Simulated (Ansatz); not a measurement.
**Hypothetical anti-CdI2 type W2N, pressure series**

The parent structure is W2N in the anti-CdI2 type structure (space group P-3m1, No. 164; a hypothetical phase, not in the database extracts checked).

```
CELL_PARAMETERS angstrom
      2.82188     0.00000     0.00000
     -1.41094     2.44382     0.00000
      0.00000     0.00000     5.37473
ATOMIC_POSITIONS crystal
  N  0.00000 0.00000 0.00000
  W  0.33333 0.66667 0.26905
  W  0.66667 0.33333 0.73095
```

Cell and atoms are relaxed at each pressure.

Levels (all Ansatz, a program for electronic structure, PAW): PBE (420 eV, no spin-orbit coupling); PBEsol (420 eV, without spin-orbit coupling).

The base cell above is that of PBE; each level relaxes its own structures.

```tsv
case	lattice parameter a, PBE	lattice parameter a, PBEsol
pressure −2 GPa	2.827 Å	2.806 Å
pressure −1 GPa	2.824 Å	2.804 Å
pressure 0.3 GPa	2.821 Å	2.801 Å
pressure 0.7 GPa	2.820 Å	2.800 Å
pressure 1.5 GPa	2.818 Å	2.798 Å
pressure 3 GPa	2.814 Å	2.794 Å
pressure 5 GPa	2.809 Å	2.790 Å
pressure 7.5 GPa	2.803 Å	2.784 Å
pressure 10 GPa	2.797 Å	2.779 Å
```

PBE lies above PBEsol in every row, by 0.019 Å to 0.021 Å. They put the cases in the same order.

Load acts through the strain it causes; cell and atoms are relaxed under it. Stability against distortions was not tested. Competing high-pressure phases were not computed. The final runs are not spin-polarised. An odd electron count without spin: W2N.
